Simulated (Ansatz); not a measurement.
## Rb: x(Y) = 0.5, 2 atoms, Cmmm

The parent structure is Rb in the bcc (W type) structure (space group Im-3m, No. 229; a = 5.5751 Å).

The other end (x = 1) is Y in the bcc (W type) structure (space group Im-3m, No. 229; a hypothetical phase, not in the database extracts checked): 31.37 Å³/atom, gap zero; this end may not be an ambient phase.

Now apply this change: Y replaces 50.0 % of the Rb, ordered in a cell of 2 atoms (starting symmetry Cmmm) and fully relaxed.

Calculations: PBEsol, PAW, 420 eV (Ansatz, a program for electronic structure; no spin-orbit coupling). Γ-centred 14×14×7 mesh, Fermi–Dirac width 0.05 eV, for the changed cell.

Volume per atom: 42.56 Å³ (base 86.64 Å³)
Band gap: zero (base zero)
Mixing energy: +0.54 eV/atom (to 0.01 eV only: unlike meshes or grids) (against an end that may be hypothetical)
Deviation of the volume from the linear (Vegard-type) interpolation: -27.9 %

Each cell is one ordered arrangement of few atoms, which overstates ordering effects compared with a random alloy. Stability against distortions was not tested. The final runs are not spin-polarised. RbY and Y have a high density of states at the Fermi level and may be magnetic at this level. Under x(Y) = 0.5, 2 atoms, Cmmm the cell changed shape so far that it is another structure.
